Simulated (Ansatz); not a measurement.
The parent structure is Ta2O5 (space group C2, No. 5; a = 5.924 Å, b = 5.076 Å, c = 5.749 Å, α = γ = 90.00°, β = 117.45°; a cell from a computed database, its experimental status unchecked).

It is then changed as follows: hydrostatic tension (pressure −1 GPa).

Levels (all Ansatz, an electronic-structure program, PAW): PBEsol (420 eV, no spin-orbit coupling); PBEsol+SOC (420 eV, noncollinear with spin-orbit coupling).

The geometry is relaxed with PBEsol.

* **PBEsol lowest conduction level above the VBM at special points**: V₂ 2.41 eV; M₂ 2.85 eV; Y₂ 2.87 eV; C₂ 2.88 eV
* **PBEsol smallest direct gap**: 2.94 eV
* **PBEsol valence-band top at Γ**: 0.00, -1.01, -1.48 eV
* **PBEsol pressure**: -1.00 GPa

**Question.** How does going to PBEsol+SOC change the lowest conduction level above the VBM at special points, smallest direct gap, valence-band top at Γ and pressure?

**Answer.** The lowest conduction level above the VBM at special points goes from V₂ 2.41 eV; M₂ 2.85 eV; Y₂ 2.87 eV; C₂ 2.88 eV to V₂ 2.41 eV; M₂ 2.83 eV; Y₂ 2.76 eV; C₂ 2.76 eV; the smallest direct gap drops by 0.10 eV to 2.84 eV; the valence-band top at Γ (three highest Kramers pairs, from the VBM) stays 0.00, -1.01, -1.48 eV; the pressure decreases by 0.28 GPa to -1.28 GPa.

Single points use the geometry relaxed with PBEsol. Differences between runs with and without spin-orbit coupling are approximate. Spin-orbit coupling, missing from the scalar runs, can matter with Ta. Load acts through the strain it causes; cell and atoms are relaxed under it. Whether these cells are dynamically stable was not tested.
